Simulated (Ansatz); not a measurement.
BeSe (F-43m), PBEsol with spin-orbit coupling, rigid bands (Ansatz, a quantum-chemistry and plane-wave program): Condition of this run: hydrostatic pressure 5 GPa (the target of the relaxation). band gap 2.19 eV, N_c = 1.74e19 cm⁻³ and N_v = 2.10e19 cm⁻³ at 300 K, conductivity masses of 0.338 mₑ (electrons) and 0.531 mₑ (holes). Take k_BT = 0.02585 eV.

Find the intrinsic carrier density and the intrinsic Fermi level.

n_i = √(N_c N_v) exp(−E_g/2k_BT) = 1.91e19 × exp(−42.36) = 7.7e0 cm⁻³. The level lies (k_BT/2) ln(N_v/N_c) = 2 meV from mid-gap (positive towards the conduction band). Each 0.1 eV added to the gap lowers n_i by a factor of 6.9.

A film of it is 3 nm thick. Estimate the confinement energies in an infinite well.

ħ²π²/(2m t²) = 0.376 eV·nm²/(m/mₑ × t²) gives 124 meV for electrons and 78.7 meV for holes, so the gap would widen to about 2.39 eV. Finite barriers and nonparabolic bands lower this, and with several valleys or bands the heaviest mass along the normal sets the lowest level, not this average.

What built-in voltage has an abrupt junction with N_A = 1e17 and N_D = 1e18 cm⁻³, all dopants ionised?

V_bi = E_g/e − (k_BT/e) ln(N_c N_v/(N_A N_D)) = 2.19 − 0.02585 × 8.20 = 1.98 V. It follows the computed gap one for one.

Rigid, parabolic bands with the computed gap; masses take one relaxation time for all states.
